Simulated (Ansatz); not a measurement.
Base system: TiAl (space group P4/mmm, No. 123; a = 2.796 Å, c = 4.038 Å; relaxed with 0.1 eV smearing). Axes: x, y, z lie along a, b, c of the conventional cell.

Calculations: PBEsol (Ansatz, a program for electronic structure, PAW, spin-orbit coupling left out), earlier PAW set.

Before the change:

- Pressure = 0.0 GPa

It is then changed as follows: biaxial strain +3.15 %, plane normal [001], relaxed out of plane (Cartesian); in-plane vectors clamped, the third vector and the atoms free.

What happens to the pressure and ratio −ε⊥/ε∥?

The pressure (mean of the normal stresses, compression positive) goes from zero to -2.9 GPa; the ratio −ε⊥/ε∥ amounts to 1.16.

Stability against distortions was not tested. All final runs are without spin polarisation.
